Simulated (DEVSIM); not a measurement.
System: Cr/HfO2/n-Ge capacitor, at 300 K.

| layer (left to right) | material | thickness (nm) | Nd (cm⁻³) |
|---|---|---|---|
| 1 | HfO2 | 2.60 | - |
| 2 | Ge | 4300 | 1.9e16 |

Metal gate on the left, work function 4.5 eV. Fixed charge at the semiconductor interface 5.8e11 cm⁻² (in units of +e); no interface traps.

This is a model device: material constants are rounded textbook-type values typed into the input, and sizes, dopings and lifetimes were drawn at random. Values at 300 K; Nc and Nv go as T^1.5, mobilities as T to minus their exponent, the gap by Varshni's rule with the affinity fixed.

```tsv
parameter	HfO2	Ge
gap (eV)	5.7	0.664
affinity (eV)	2.5	4
permittivity	22	16
Nc (cm⁻³)	-	1.04e19
Nv (cm⁻³)	-	6e18
Varshni α (eV/K)	-	0.000477
Varshni β (K)	-	235
```

Model (solved in DEVSIM): 1D Poisson equation in equilibrium, Boltzmann statistics, complete ionisation; no quantum confinement or tunnelling. Metal contacts follow the ideal Schottky-Mott rule: no Fermi-level pinning, no interface dipoles.

The temperature was swept, all else fixed.

```json
[
 {"temperature (K)": "250", "minimum of the low-frequency capacitance (μF/cm²)": "0.0817", "threshold voltage (band bending 2φF) (V)": "-0.09", "flat-band voltage (V)": "0.36"},
 {"temperature (K)": "300", "minimum of the low-frequency capacitance (μF/cm²)": "0.0966", "threshold voltage (band bending 2φF) (V)": "-0.03", "flat-band voltage (V)": "0.32"},
 {"temperature (K)": "350", "minimum of the low-frequency capacitance (μF/cm²)": "0.123", "threshold voltage (band bending 2φF) (V)": "0.02", "flat-band voltage (V)": "0.29"},
 {"temperature (K)": "400", "minimum of the low-frequency capacitance (μF/cm²)": "0.178", "threshold voltage (band bending 2φF) (V)": "0.07", "flat-band voltage (V)": "0.26"},
 {"temperature (K)": "450", "minimum of the low-frequency capacitance (μF/cm²)": "0.270", "threshold voltage (band bending 2φF) (V)": "0.12", "flat-band voltage (V)": "0.22"},
 {"temperature (K)": "500", "minimum of the low-frequency capacitance (μF/cm²)": "(withheld)", "threshold voltage (band bending 2φF) (V)": "(withheld)", "flat-band voltage (V)": "0.20"}
]
```

**Question.** What belongs in the gaps?

**Answer.** 
- 500, minimum of the low-frequency capacitance (μF/cm²): 0.448
- 500, threshold voltage (band bending 2φF) (V): 0.16
